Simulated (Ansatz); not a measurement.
# How the enthalpy of formation of GaP (model structure, started from the litharge type, P4/nmm, No. 129, 4 atoms in the cell) moves with the method

No measured value is used here.

| level (code) | value (eV/atom) |
|---|---|
| PBE (Ansatz) | 0.182 |
| PBEsol (Ansatz) | 0.150 |
| PBE-D3(BJ) (Ansatz) | 0.150 |

PBE, PBEsol, PBE-D3(BJ): an element's reference phase differs from the standard state of thermochemical tables. Each level is taken at its own relaxed cell. Ansatz's density-functional and Hartree–Fock values are scalar-relativistic unless marked +SOC, with PAW data made under PBE.

A model structure was made by putting elements into a prototype or built by hand; it is no filed structure, need not be a known phase, and can be a saddle point held by its symmetry.

Ansatz is a first-principles code.
